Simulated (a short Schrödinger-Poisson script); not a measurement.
System: symmetric double-gate stack, SiO2 on p-type Si(100), at 300 K.

```tsv
layer	material	thickness (nm)	Na (cm⁻³)
1	SiO2	3.8	-
2	Si	8	4e16
3	SiO2	3.8	-
```

The device is made up for the run: typed textbook-type constants, with dimensions and the other settings drawn at random. SiO2: permittivity 3.9, conduction-band edge (eV) 3.15, gap (eV) 9, electron mass (mₑ) 0.5. Si: permittivity 11.7, conduction-band edge (eV) 0, gap (eV) 1.124, Nv at 300 K (cm⁻³) 3.1e19.

Channel valleys (confinement mass, in-plane density-of-states mass, number): Δ2 0.916, 0.19, 2; Δ4 0.19, 0.417, 4. At the gates, both at one voltage, the conduction-band edge of layer 1 lies 3.18 eV − eVg above the Fermi level of the channel. Gaps are held at their typed values at every temperature. Mesh 0.03 nm at interfaces.

From a short Schrödinger-Poisson script (our own, NumPy): 1D Poisson equation in equilibrium, electrons classical, Boltzmann, parabolic valleys, classical holes, full ionisation, no traps, pinning or gate leakage.

The same stack at other levels of the model or other numerical settings:

```csv
run,sheet density of all electrons at Vg = 2.25 V (cm⁻²),sheet density of all electrons at Vg = 0.45 V (cm⁻²),capacitance of both gates at Vg = 2.25 V (μF/cm²),rough cost against the base
base,2.43e13,4.81e12,1.77,about 1
"electrons treated as classical, Fermi-Dirac",2.38e13,4.78e12,(withheld),3
"electrons treated as quantum, Hartree",(withheld),(withheld),1.64,20
mesh six times as coarse,2.41e13,4.78e12,1.76,about 1
```

### Question
Some entries are withheld; supply them.

### Answer

- electrons treated as quantum, Hartree, sheet density of all electrons at Vg = 2.25 V (cm⁻²): 2.22e13
- electrons treated as classical, Fermi-Dirac, capacitance of both gates at Vg = 2.25 V (μF/cm²): 1.72
- electrons treated as quantum, Hartree, sheet density of all electrons at Vg = 0.45 V (cm⁻²): 4.27e12

The classical rows ignore confinement, and Boltzmann statistics overrate the density once the band edge passes the Fermi level.
